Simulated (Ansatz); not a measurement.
## Quick settings and what they miss: InSe (C2/m, 4 atoms in the cell)

Self-consistent single point.

```
InSe
1.0
    5.69530    -2.00842     0.00000
    5.69530     2.00842     0.00000
   -1.68446     0.00000     4.66400
In Se
2 2
Direct
  0.11180   0.11180   0.95316
  0.88820   0.88820   0.04684
  0.33907   0.33907   0.33104
  0.66093   0.66093   0.66896
```

Method: PBEsol, PAW files made with PBE (plane waves; Ansatz, an electronic-structure program).

Base settings: basis.ecutwfc = 420 eV; kpoints.mp_grid.grid = 6 6 5; kpoints.mp_grid.shift = 0.5 0.5 0.5; hamiltonian.xc = pbesol; hamiltonian.pseudopotentials = {kind: paw} (the program's default PAW files); scf.occupations.method = fixed.

Tight run (finer mesh or higher cutoff; not a proven limit): basis.ecutwfc: 420 eV → 590 eV; kpoints.mp_grid.grid: 6 6 5 → 9 9 7; scf.convergence.dr2_threshold: default (1e-07 eV) → 1e-09 eV. It gave top of the valence band (on the code's own zero) 7.83 eV; gap on the k-point mesh 1.21 eV; pressure 2.71 GPa; largest force (vector length) 0.644 eV/Å.

Quick runs, as changes from the base:
- A: the base itself
- B: basis.ecutwfc: 420 eV → 295 eV; kpoints.mp_grid.grid: 6 6 5 → 8 8 8; scf.convergence.dr2_threshold: default (1e-07 eV) → 0.001 eV
- C: kpoints.mp_grid.grid: 6 6 5 → 4 4 4; hamiltonian.xc: pbesol → lda; scf.occupations.method: fixed → cold; scf.occupations.width: default → 0.136 eV [LDA (PW92)]
- D: basis.ecutwfc: 420 eV → 210 eV; kpoints.mp_grid.grid: 6 6 5 → 2 2 2
- E: basis.ecutwfc: 420 eV → 250 eV; kpoints.mp_grid.grid: 6 6 5 → 1 1 1; hamiltonian.xc: pbesol → lda; scf.occupations.method: fixed → cold; scf.occupations.width: default → 0.136 eV; scf.convergence.dr2_threshold: default (1e-07 eV) → 0.0001 eV [LDA (PW92)]
- F: basis.ecutwfc: 420 eV → 295 eV; kpoints.mp_grid.grid: 6 6 5 → 4 4 4; scf.occupations.method: fixed → gaussian; scf.occupations.width: default → 0.136 eV
- G: kpoints.mp_grid.grid: 6 6 5 → 2 2 2; hamiltonian.xc: pbesol → b3lyp [B3LYP]
- H: kpoints.mp_grid.grid: 6 6 5 → 2 2 2; hamiltonian.xc: pbesol → hse06 [HSE06]

Dashes: energy of C, E, G, H, another energy zero; count of G, H, another kind of functional, whose work the count does not hold.

Gaps are read on each run's own mesh, which may miss the band edges.

† marks runs with another functional, U, potentials or spin treatment: their distance from the tight run is not a convergence error alone.

The count of work is k-points × plane waves × bands × iterations; it is no time. 

Pressures in the table are Ansatz's without its Pulay estimate, at a fixed set of plane waves; the tight run's value above holds the estimate.

The starting cell comes from a database of computed structures (which also holds hypothetical and non-ambient phases and stackings), without a prior relaxation at this level. Its lattice was rescaled by a random factor within 2.5 % of one. The shifted mesh does not hold Γ, so a gap read on it misses any band edge there.

```
run  energy less tight (meV/atom)  pressure less tight (GPa)  largest miss in a force vector (eV/Å)  gap on the mesh less tight (eV)  count of work / tight
---  ----------------------------  -------------------------  -------------------------------------  -------------------------------  ---------------------
A                             1.0                      -0.01                                  0.001                            0.110                   0.16
B                            49.5                      -3.33                                  0.007                            0.045                   0.16
C†                              –                      -1.86                                  0.197                            0.177                  0.060
D                          2904.6                     -94.64                                  0.390                            0.564                 0.0032
E†                              –                     -18.30                                  3.144                            1.519                 0.0010
F                            53.1                      -3.26                                  0.020                            0.234                  0.035
G†                              –                       4.70                                  0.339                            1.861                      –
H†                              –                       1.63                                  0.436                            1.482                      –
```

Among the runs at the tight run's level, the energy misses run from 1.0 to 2904.6 meV/atom.

Keys are those of Ansatz 0.2.
